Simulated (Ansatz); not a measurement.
Si (C2/m, No. 12, 8 atoms in the cell; start mp-1079297; another form than the element's usual one) was calculated with PBEsol (Ansatz, an electronic-structure program, plane waves, PAW).

Numerical settings: plane-wave cutoff 520 eV, 10×10×6 k mesh (along the axes of the cell as run), Fermi–Dirac smearing 0.01 eV, scalar-relativistic PAW data made under PBE.

Computed at the level's own relaxed cell.

```
CELL_PARAMETERS angstrom
      6.90169    -1.91975     0.00017
      6.90169     1.91975     0.00017
     -0.74536     0.00000     6.28257
ATOMIC_POSITIONS crystal
  Si 0.05532 0.05532 0.87337
  Si 0.94468 0.94468 0.12663
  Si 0.55908 0.55908 0.65330
  Si 0.44092 0.44092 0.34670
  Si 0.21255 0.21255 0.05704
  Si 0.78745 0.78745 0.94296
  Si 0.72703 0.72703 0.58571
  Si 0.27297 0.27297 0.41429
```

Question: List the 22 lowest band energies at Γ above −25 eV (eV, relative to the valence band maximum), grouping those that round alike.

Answer: At Γ: -12.24, -9.97, -9.78, -9.20, -7.34, -6.81, -5.32, -4.60, -3.52, -2.84, -2.31, -1.18, -0.89, -0.77, -0.38, 0.00, 0.42, 1.40, 1.60, 1.87, 2.17, 2.40.

A start named mp-… is a Materials Project structure, which need not be a measured phase.
